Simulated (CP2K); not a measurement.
Checking a run of CP2K on MgCd2 (C2/m, 6 atoms in the cell). The aim is a self-consistent single point with DFT LDA (Pade form), GPW, DZVP-MOLOPT-SR-GTH basis, GTH-PADE potentials (GTH_POTENTIALS).

Cell that was meant: a = 6.0530 Å, b = 6.0530 Å, c = 7.4931 Å, α = 107.96°, β = 107.96°, γ = 29.39°.

Part of the input:

```
        SIGMA [eV] 0.1
      &END SMEAR
    &END SCF
    &XC
      &XC_FUNCTIONAL PADE
      &END XC_FUNCTIONAL
    &END XC
```

The program printed (abridged):

```
 GLOBAL| Method name                                                        CP2K
   [... lines left out ...]
                        No outer SCF

 Extrapolation method: initial_guess

 Number of electrons:                                                         68
 Number of occupied orbitals:                                                 34
 Number of molecular orbitals:                                                46

 Number of orbital functions:                                                118
 Number of independent orbital functions:                                    118
 SCF WAVEFUNCTION OPTIMIZATION

  Step     Update method      Time    Convergence         Total energy    Change

 *** WARNING in fm/cp_fm_elpa.F:518 :: Setting real_kernel for ELPA failed ***

     1 NoMix/Diag. 0.30E+00      -     1.31201381      -308.7259710279 -3.09E+02

 *** WARNING in fm/cp_fm_elpa.F:518 :: Setting real_kernel for ELPA failed ***

     2 Broy./Diag. 0.30E+00      -     0.37701699      -293.4952006993  1.52E+01

 *** WARNING in fm/cp_fm_elpa.F:518 :: Setting real_kernel for ELPA failed ***

     3 Broy./Diag. 0.30E+00      -     0.48393422      -305.6108601896 -1.21E+01

   [... lines left out ...]

    11 Broy./Diag. 0.30E+00      -     0.00010342      -311.0798287461  2.31E-04

 *** WARNING in fm/cp_fm_elpa.F:518 :: Setting real_kernel for ELPA failed ***

    12 Broy./Diag. 0.30E+00      -     0.00001506      -311.0798768863 -4.81E-05

 *** WARNING in fm/cp_fm_elpa.F:518 :: Setting real_kernel for ELPA failed ***

    13 Broy./Diag. 0.30E+00      -     0.00000973      -311.0798752444  1.64E-06

 *** WARNING in fm/cp_fm_elpa.F:518 :: Setting real_kernel for ELPA failed ***

    14 Broy./Diag. 0.30E+00      -     0.00000044      -311.0798813691 -6.12E-06
  *** SCF run converged in    14 steps ***

  Overlap energy of the core charge distribution:               0.00000000002047
  Self energy of the core charge distribution:               -562.88257056698399
  Core Hamiltonian energy:                                    175.50483376148398
  Hartree energy:                                             119.00574315557876
  Exchange-correlation energy:                                -42.70788322049150
  Smearing free energy correction:                             -0.00000449876192
  Fermi energy:                                                 0.16381186383821

  Total energy:                                              -311.07988136910177
  Total energy (extrapolated to sigma->0):                   -311.07987911972083

   [... lines left out ...]
 STRESS|                        x                   y                   z
 STRESS|      x        4.86096145068E+04   1.54420512799E+05   8.24829390369E+04
 STRESS|      y        1.54420512799E+05  -4.99667851551E+05   2.16330190320E+04
 STRESS|      z        8.24829390369E+04   2.16330190320E+04  -1.19818978976E+05
 STRESS| 1/3 Trace                                            -1.90292405340E+05
```

Can these results be used? Check the input.

The run is not sound. The fault is a single k-point for a small metallic cell. One k-point cannot sample the Fermi surface of a small cell. To fix it, use a converged k-point mesh. The run converged in 14 iterations without an error; against the sound input the free energy goes down by 2.34 eV/atom, the pressure goes from -2.20 to -19.03 GPa and the largest force goes from 0.133 to 0.841 eV/Å. The full log also holds: “WARNING in fm/cp_fm_elpa.F:518 :: Setting real_kernel for ELPA failed”.

An input that runs soundly differs in these lines (not the only fix; some lines may just follow from the change or write a value another way):
```diff
+    &KPOINTS
+      SCHEME MONKHORST-PACK 6 6 3
+      GAMMA_CENTERED T
+    &END KPOINTS
```

With that input, the run converged in 12 iterations: free energy E − TS -8450.8754 eV; Fermi level (on the code's own zero) 6.79 eV; pressure -2.20 GPa; largest force (vector length) 0.133 eV/Å (DFT LDA (Pade form), GPW, DZVP-MOLOPT-SR-GTH basis, GTH-PADE potentials (GTH_POTENTIALS)).

On the sound input: the starting cell comes from a database of computed structures (which also holds hypothetical and non-ambient phases and stackings), without a prior relaxation at this level. Values carry the incompleteness of an atom-centred basis. Without a gap this mesh is coarse (it stands for a supercell whose shortest vector is 18 Å).
